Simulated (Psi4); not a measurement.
Psi4 1.11, PBE0/def2-svp: Si(CCH)2(Cl)(OH) (C#C[Si](O)(Cl)C#C), 10 atoms. The geometry is a generated start, not checked to be a minimum at this level.

```yaml
task: energy
method: pbe0
basis: def2-svp
memory: 3 GB
maxiter: 100
keys_of_the_molecule_block: symmetry c1
scf_type: df (default)
e_convergence: 1e-06 (default)
d_convergence: 1e-06 (default)
dft_radial_points: 75 (default)
dft_spherical_points: 302 (default)
basis_functions: 121
grid_points: 214463
```

```xyz
10

C     -2.6337     0.6632    -0.1356
C     -1.5265     0.1953    -0.1377
Si     0.1456    -0.6047    -0.1468
O      0.3495    -1.5851     1.1277
Cl     0.3346    -1.6446    -1.8904
C      1.4806     0.6634    -0.0102
C      2.3715     1.4683     0.0281
H     -3.5914     1.0994    -0.1378
H     -0.0721    -2.4369     1.2092
H      3.1419     2.1818     0.0936
```

With the defaults (diis = true, scf_initial_accelerator = adiis, damping_percentage = 0, guess = auto, which took SAD, soscf = false, soscf_start_convergence = 0.01, diis_max_vecs = 10, level_shift = 0, level_shift_cutoff = 0.01) it converges in 9 SCF iterations. One run each on 2 threads, with these changes:
- guess = sapgau
- level_shift = 0.1, level_shift_cutoff = 0.001
- diis_max_vecs = 6
- scf_initial_accelerator = ediis
- diis = false, scf_initial_accelerator = none, damping_percentage = 60
- guess = huckel
- guess = sap
- soscf = true, soscf_start_convergence = 0.1
- guess = modhuckel

Which runs fail or end elsewhere than the default run?

No convergence: diis = false, scf_initial_accelerator = none, damping_percentage = 60 (the run ends without SCF convergence in 100 iterations). The rest reach the solution of the defaults.

```json
[
 {"setting": "soscf = true, soscf_start_convergence = 0.1", "SCF iterations": "6", "JK calls": "22", "end": "same solution"},
 {"setting": "the defaults", "SCF iterations": "9", "JK calls": "10", "end": "same solution"},
 {"setting": "scf_initial_accelerator = ediis", "SCF iterations": "9", "JK calls": "10", "end": "same solution"},
 {"setting": "diis_max_vecs = 6", "SCF iterations": "9", "JK calls": "10", "end": "same solution"},
 {"setting": "level_shift = 0.1, level_shift_cutoff = 0.001", "SCF iterations": "9", "JK calls": "10", "end": "same solution"},
 {"setting": "guess = sapgau", "SCF iterations": "10", "JK calls": "10", "end": "same solution"},
 {"setting": "guess = modhuckel", "SCF iterations": "11", "JK calls": "39", "end": "same solution"},
 {"setting": "guess = huckel", "SCF iterations": "11", "JK calls": "39", "end": "same solution"},
 {"setting": "guess = sap", "SCF iterations": "12", "JK calls": "12", "end": "same solution"},
 {"setting": "diis = false, scf_initial_accelerator = none, damping_percentage = 60", "SCF iterations": "100", "JK calls": "101", "end": "no convergence"}
]
```

An SOSCF iteration holds several JK calls; a Hückel guess adds calls on atoms.
